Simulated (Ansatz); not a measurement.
Worked calculations on one periodic cell of amorphous Si$_{24}$O$_{49}$H$_{2}$: Si24O49H2, 75 atoms, volume 1156.7 Å³, made by a melt-quench on the CHGNet potential and relaxed with DFT. O atoms were pushed apart under 1.9 Å during the dynamics, to hinder bonds among them. It is a model cell: composition and starting density were chosen by hand, and all elements were melted together. Cycles of charging were run to anneal it. Calculation: PBE, scalar-relativistic without spin-orbit coupling (plane waves to 420 eV, PAW; Ansatz, an electronic-structure program). Sampling: a 2×2×2 Γ-centred mesh; Fermi-Dirac width 0.02 eV; no spin polarisation. Its volume was relaxed, its shape was held as a cube, and it stands at a mean pressure of 0.0 GPa with stress components up to 0.6 GPa; the relaxation ran on the zone centre alone. Its density went from a set 2.18 to 2.10 g/cm³. The cell is small and was quenched far faster than a real film, so it is one sample of the glass.

Question: Count formal charges (Si +4, O -2, H +1). What does the count lead one to expect at the Fermi level, and what does the calculation give?

Answer: 24 × (+4) + 49 × (-2) + 2 × (+1) = 0. The charges balance, so the anion-derived valence states can be full and a gap can open. On this mesh the highest filled and lowest empty level lie 4.48 eV apart; localised defect or tail levels set that (at the zone centre the more localised edge state sits most on one O atom with neighbours Si 1.62 Å, Si 1.68 Å), and the nearest spread-out levels lie 5.2 eV apart.

Four energies for an added electron at PBE on the zone centre alone (charged cells in a uniform background, spin-polarised): neutral at the neutral geometry -43167.308 eV; charged at the neutral geometry -43161.696 eV; charged and relaxed -43161.737 eV; neutral at the charged geometry -43167.247 eV.

Question: Find the two relaxation energies and their sum, the reorganisation energy.

Answer: On charging: -43161.696 − (-43161.737) = 0.041 eV. On discharging: -43167.247 − (-43167.308) = 0.061 eV. The sum is 0.102 eV. The carrier's level spreads over 50 of the 75 atoms' worth, more than a fifth of the atoms or a third of the atoms of its main element (six at least), and the sum is small, so it counts as a band carrier, whose relaxation energy shrinks as the cell grows. PBE's self-interaction favours spread-out carriers, so a hybrid can localise more.

Four energies for a hole at PBE on the zone centre alone (charged cells in a uniform background, spin-polarised): neutral at the neutral geometry -43167.308 eV; charged at the neutral geometry -43168.030 eV; charged and relaxed -43168.391 eV; neutral at the charged geometry -43165.852 eV.

Question: Find the two relaxation energies and their sum, the reorganisation energy.

Answer: On charging: -43168.030 − (-43168.391) = 0.361 eV. On discharging: -43165.852 − (-43167.308) = 1.456 eV. The sum is 1.817 eV. The carrier's level spreads over 2 of the 75 atoms' worth, so it counts as localised, most on one O atom with neighbours Si 1.59 Å, Si 1.79 Å (neutral geometry). The values are uncorrected: the image energy of a point charge in this cell, 2.84 × 14.40 / (2 × 10.5) = 1.9 eV before screening, is screened by electrons alone at the fixed geometry and by ions too after relaxing, and the carrier can be spread before it relaxes, so each term can be off by up to that value times 1/ε∞, some tenths of an eV. PBE's self-interaction favours spread-out carriers, so a hybrid can localise more.
